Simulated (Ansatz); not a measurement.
Band structure of AlInAg2Se4 (I-4, 8 atoms in the cell).

```
AlIn(AgSe2)2
1.0
   -3.05922     3.05922     5.80238
    3.05922    -3.05922     5.80238
    3.05922     3.05922    -5.80238
Al In Ag Se
1 1 2 4
Direct
  0.25000   0.75000   0.50000
  0.00000   0.00000   0.00000
  0.75000   0.25000   0.50000
  0.50000   0.50000   0.00000
  0.60177   0.63750   0.50415
  0.36250   0.86665   0.96427
  0.13335   0.09762   0.49585
  0.90238   0.39823   0.03573
```

Method of the run: LDA (PW92), PAW files made with PBE (plane waves; Ansatz, an electronic-structure program).

Settings: basis.ecutwfc = 30.9 Ry; kpoints.mp_grid.grid = 3 3 3; hamiltonian.xc = lda; hamiltonian.pseudopotentials = {kind: paw} (the program's default PAW files); scf.occupations.method = fermi_dirac; scf.occupations.width = 0.0037 Ry; kpoints.band_path.npoints = 8.

The starting cell comes from a database of computed structures (which also holds hypothetical and non-ambient phases and stackings), without a prior relaxation at this level.

Question: Predict the gap along the standard path and the places of the band edges.

Answer: The gap along the path is 0.26 eV, direct at Γ to within 0.01 eV.

Levels in eV from the top of the valence band on the path, bands 56 to 63:
```
point     56     57     58     59    60    61    62    63
-----  -----  -----  -----  -----  ----  ----  ----  ----
Γ      -1.60  -0.15  -0.15   0.00  0.26  2.58  3.03  4.47
X      -0.79  -0.62  -0.33  -0.31  1.36  2.24  3.32  3.56
Y      -0.81  -0.68  -0.53  -0.43  1.58  2.45  3.72  3.79
S      -1.33  -1.19  -0.64  -0.20  2.09  2.89  3.34  3.77
Z      -1.14  -1.14  -0.71  -0.71  2.08  2.66  2.66  3.06
S1     -1.33  -1.19  -0.64  -0.20  2.09  2.89  3.34  3.77
N      -1.35  -1.10  -0.84  -0.24  2.04  3.44  3.49  4.29
P      -0.73  -0.72  -0.62  -0.39  1.74  2.70  2.87  3.20
Y1     -0.81  -0.68  -0.53  -0.43  1.58  2.45  3.72  3.79
```

Keys are those of Ansatz 0.2.
